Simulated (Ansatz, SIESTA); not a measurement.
## Code comparison for Mg₇Cu (P1, 8 atoms in the cell)

Self-consistent single point, at a second geometry (atoms moved at random). First geometry:

```
Mg7Cu
1.0
    6.19671     0.00000     0.00000
   -3.09836     5.36651     0.00000
    0.00000     0.00000     5.01070
Mg Cu
7 1
Cartesian
  0.00000   1.78089   0.00000
 -1.55605   4.47606   0.00000
  1.55606   4.47606   0.00000
  4.59933   2.65542   2.50535
  3.09836   0.05567   2.50535
  1.59739   2.65542   2.50535
  0.00000   0.00000   2.50535
  3.09836   1.78883   0.00000
```

Second geometry:
```
Mg7Cu
1.0
    6.19671     0.00000     0.00000
   -3.09836     5.36651     0.00000
    0.00000     0.00000     5.01070
Mg Cu
7 1
Direct
  0.17145   0.33605   0.01448
  0.16512   0.83637   0.00181
  0.66243   0.82769   0.98265
  0.98363   0.49730   0.49889
  0.50591   0.00644   0.50474
  0.51111   0.49555   0.50287
  0.00505   0.00668   0.49800
  0.66197   0.32725   0.99655
```

Shared settings, as Ansatz (an electronic-structure program) writes them: kpoints.mp_grid.grid = 4 4 5; scf.occupations.method = gaussian; scf.occupations.width = 0.1 eV. Potentials and cutoffs stand in the table.

```tsv
code	model	ΔF from the first geometry (meV/atom)	pressure (GPa)	largest force (eV/Å)	cutoff
SIESTA	GGA PBEsol, numerical atomic orbitals DZP, PseudoDojo PBEsol standard norm-conserving potentials (rewritten from UPF to PSML)	7.9	0.54	0.578	grid 400 Ry
Ansatz	PBEsol, PAW files made with PBE	4.9	-0.98	0.388	default
```

Size of the force on each atom (eV/Å): Sizes of forces hide their directions.

```csv
code,Mg1,Mg2,Mg3,Mg4,Mg5,Mg6,Mg7,Cu8
SIESTA,0.429,0.123,0.578,0.334,0.300,0.220,0.118,0.086
Ansatz,0.279,0.051,0.388,0.187,0.201,0.129,0.082,0.035
```

On Ansatz's run: spin polarisation is off.

The spread over the programs that give each value: ΔF from the first geometry within 3.0 meV/atom; pressure within 1.52 GPa; largest force within 0.190 eV/Å.

SIESTA uses small atom-centred bases, whose incompleteness enters pressures, forces and empty levels differently from a plane-wave cutoff. Ansatz's pressure is given at a fixed set of plane waves, as the other plane-wave codes print theirs.

The starting cell comes from a database of computed structures (which also holds hypothetical and non-ambient phases and stackings), without a prior relaxation at this level. For this run, on top of that: atoms moved at random.

Left out of this page: CP2K (unsound by tests on forces, stress, charge or solver warnings).

Keys are those of Ansatz 0.2.
